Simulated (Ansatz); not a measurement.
Results of LDA (plane waves, PAW; Ansatz, a first-principles code) for HfSeS (P3m1, No. 156, 3 atoms in the cell; start mp-1224282).

Numerical settings: plane-wave cutoff 520 eV, 12×12×6 k mesh (along the axes of the cell as run), Fermi–Dirac smearing 0.01 eV, scalar-relativistic PAW data made under PBE.

Cell (relaxed at this level):

HfSSe is taken in the trigonal space group P3m1 (No. 156), Pearson symbol hP3. Conventional cell: a = 3.6110 Å, b = 3.6110 Å, c = 5.8485 Å, α = 90.00°, β = 90.00°, γ = 120.00°. Hf on 1a is surrounded by 3 S at 2.508 Å and 3 Se at 2.639 Å (octahedral). Se on 1b is surrounded by 3 Hf at 2.639 Å (trigonal pyramidal). S on 1c sees 3 Hf at 2.508 Å (trigonal pyramidal). (Neighbours: up to the widest gap in distance over summed covalent radii, below 1.35, at either atom; cation-cation and far metal-metal contacts left out.)

Task: Predict the band gap.

Result: 
- band gap: 0.30 eV (on the SCF k mesh)

Note: the relaxation could not lower the start's symmetry, so the cell can be a saddle point above a distorted one.

Spin–orbit coupling is not included; it can close the smallest gap of 0.30 eV.

Static lattice: no zero-point or thermal effects.

The result took roughly 3 core-minutes.

A start named mp-… is a Materials Project structure, which need not be a measured phase.
